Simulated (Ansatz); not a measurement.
## AgCl in the rock salt structure (space group Fm-3m, No. 225)

AgCl is taken in the cubic space group Fm-3m (No. 225), the rock salt structure, Pearson symbol cF8. Conventional cell: a = b = c = 5.545 Å, α = β = γ = 90.00°. Cl on 4a has 6 Ag at 2.773 Å (octahedral). Ag on 4b has 6 Cl at 2.773 Å (octahedral). (Neighbours: up to the widest gap in distance over summed covalent radii, below 1.35, at either atom; cation-cation and far metal-metal contacts left out.)
(The calculation used a cell of 2 atoms; values per cell refer to that cell.)

Method: r2SCAN/PAW in Ansatz (a quantum-chemistry and plane-wave program), without spin-orbit coupling. Γ-centred 10×10×10 mesh, Fermi–Dirac width 0.05 eV.

The volume per atom comes out as 21.31 Å³ and the density is 5.58 g/cm³. The band gap is 1.48 eV, indirect, L → Γ and the electron mass is 0.29 mₑ. The lowest conduction-band minima above the VBM is Γ 1.48 eV; X along ⟨100⟩ 2.97 eV. The total energy is -4344.373 eV/atom (σ→0; compares only within this code and set-up).

Effective masses come from finite differences of ±0.01 Å⁻¹. Semilocal Kohn–Sham gaps tend to fall short of experiment. Stability against distortions was not tested.
